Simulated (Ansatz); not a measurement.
Amorphous cells of B, N, Si: the gap between the highest filled and lowest empty level at the zone centre, by PBE and by a single point of r2SCAN on the same geometry (PBE, scalar-relativistic without spin-orbit coupling (plane waves to 420 eV, PAW; Ansatz, a program for electronic structure); r2SCAN at 500 eV). The networks come from melt-quench runs on the CHGNet potential at compositions and starting densities chosen by hand, with anions pushed apart in the CHGNet dynamics, and DFT then relaxed them. The cells are small and were quenched far faster than real films, so single cells scatter. Defect or tail levels can set these gaps. The rows are the first to finish with both values and no moments.

```json
[
 {"cell": "A (Si20B10N30, 2.57 g/cm3)", "PBE gap x (eV)": "1.33", "r2SCAN gap y (eV)": "1.54"},
 {"cell": "B (Si12B24N40, 2.10 g/cm3)", "PBE gap x (eV)": "2.14", "r2SCAN gap y (eV)": "2.53"},
 {"cell": "C (Si27N40B4, 2.89 g/cm3)", "PBE gap x (eV)": "2.27", "r2SCAN gap y (eV)": "2.67"},
 {"cell": "D (B32N36Si3, 2.05 g/cm3)", "PBE gap x (eV)": "2.58", "r2SCAN gap y (eV)": "withheld"},
 {"cell": "E (Si12B24N40, 2.10 g/cm3)", "PBE gap x (eV)": "2.61", "r2SCAN gap y (eV)": "3.08"},
 {"cell": "F (Si15B15N35, 2.20 g/cm3)", "PBE gap x (eV)": "2.69", "r2SCAN gap y (eV)": "3.08"}
]
```

**Question.** Fit a straight line through the 5 full rows and predict the withheld value for D (B32N36Si3, 2.05 g/cm3).

**Answer.** Means: x = 2.208, y = 2.580. Slope = Σ(Δx Δy) / Σ(Δx²) = 1.364 / 1.173 = 1.16; the r.m.s. residual is 0.035. Prediction: 2.580 + 1.16 × (2.58 − 2.208) = 3.01. The run gave 3.08, 0.07 above the line.
